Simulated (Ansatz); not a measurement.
Start from HgTe in the zinc blende structure (space group F-43m, No. 216; a = 6.510 Å).

Now apply this change: a hydrostatic pressure of 0.7 GPa.

Levels (all Ansatz, a quantum-chemistry and plane-wave program, PAW): PBEsol (420 eV, without spin-orbit coupling); r2SCAN (500 eV, without spin-orbit coupling).

The geometry is relaxed with PBEsol.

* **PBEsol pressure**: 0.7 GPa

Problem. What does r2SCAN give at this geometry for the pressure?

Solution. The pressure increases by 1.3 GPa (0.7 GPa → 2.0 GPa).

Single points use the geometry relaxed with PBEsol. Their cutoffs differ, which shifts pressures a little. The mesh was chosen for an insulator and is coarse for the gapless case. Load acts through the strain it causes; cell and atoms are relaxed under it. Stability against distortions was not tested. The final runs are not spin-polarised.
